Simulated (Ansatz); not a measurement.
C axis length of PbI2 (model structure, started from the 3R-MoS2 type, R3m, No. 160, 3 atoms in the cell) at several levels of theory

No measured value is used here.

| level (code) | value (Å) |
|---|---|
| PBE (Ansatz) | 24.582 |
| PBEsol (Ansatz) | 22.327 |
| PBE-D3(BJ) (Ansatz) | 22.135 |

Density-functional levels without +SOC have no spin–orbit coupling. Ansatz's density-functional and Hartree–Fock values are scalar-relativistic unless marked +SOC, with PAW data made under PBE.

A model structure was made by putting elements into a prototype or built by hand; it is no filed structure, need not be a known phase, and can be a saddle point held by its symmetry.

Ansatz is an electronic-structure program.
